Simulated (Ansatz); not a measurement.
## Thermal expansion of Os in the hcp (Mg type) structure

Method: the quasi-harmonic free energy, DFT at the PBEsol level (Ansatz, a first-principles code); phonon mesh 4×4×3, k mesh 16×16×9. Spin-orbit coupling is not included.

| T (K) | α_a (10⁻⁶/K) | α_c (10⁻⁶/K) | C_P (J/mol/K) | bulk modulus B_T (GPa) | γ |
|---|---|---|---|---|---|
| 100 | 3.1 | 3.3 | 15.9 | 428 | 2.14 |
| 200 | 4.4 | 4.9 | 22.5 | 425 | 2.17 |
| 300 | 4.7 | 5.4 | 24.3 | 421 | 2.18 |
| 400 | 4.8 | 5.7 | 25.1 | 417 | 2.18 |
| 500 | 4.9 | 5.9 | 25.6 | 414 | 2.18 |
| 600 | 5.0 | 6.1 | 26.0 | 410 | 2.19 |
| 700 | 5.0 | 6.3 | 26.3 | 406 | 2.19 |
| 800 | 5.1 | 6.5 | 26.7 | 403 | 2.19 |
| 900 | 5.1 | 6.7 | 27.0 | 399 | 2.19 |
| 1000 | 5.1 | 6.9 | 27.3 | 395 | 2.20 |

The conventional lattice constants at 300 K comes out as a = 2.732 Å, c = 4.317 Å and the entropy at 300 K is 32.3 J/(mol K). The adiabatic bulk modulus at 300 K comes out as 425 GPa. The bulk modulus without vibrations is 432 GPa and the zero-point volume expansion is 0.19 %.

Computed at 300 K against measurement: linear expansion coefficient 4.93 computed, 5.10 measured 10⁻⁶/K (-3 %; Wikipedia, Thermal expansivities of the elements); lattice constant a 2.732 computed, 2.734 measured Å (-0.1 %; Wikipedia, Osmium (infobox)); lattice constant c 4.317 computed, 4.320 measured Å (-0.1 %; Wikipedia, Osmium (infobox)).  

Zero-point expansion is included. Terms beyond the volume dependence of harmonic modes are not.

The crystal is held in this phase throughout; melting and phase transitions are not modelled.

The PAW data sets were generated under PBE and serve the other functionals too.
